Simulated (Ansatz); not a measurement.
Take Au in the fcc (Cu type) structure (space group Fm-3m, No. 225; a = 4.125 Å; relaxed with 0.1 eV smearing) as the base. Axes: x, y, z lie along the cube axes.

Method: r2SCAN in Ansatz (plane waves to 500 eV, PAW, no SOC).

Perturbation: an isotropic linear strain of −3.00 %, atoms relaxed at fixed cell.

Problem. Predict the stress tensor and what it implies for the stiffness.

Solution. Stress of the strained cell less that of the base (GPa, compression positive):
```
   18.4     0.0     0.0
    0.0    18.4     0.0
    0.0     0.0    18.4
```

Then B = −ΔP/(ΔV/V₀) with ΔV/V₀ = -0.0873 gives secant stiffness values (nonlinear terms included at this strain): B ≈ 210 GPa.

As a check, the harmonic strain energy −½ V₀ Δσ:ε is 90 meV/atom; the computed energy rise is 79 meV/atom.

No phonon test of stability was made.

Ansatz is a program for electronic structure.
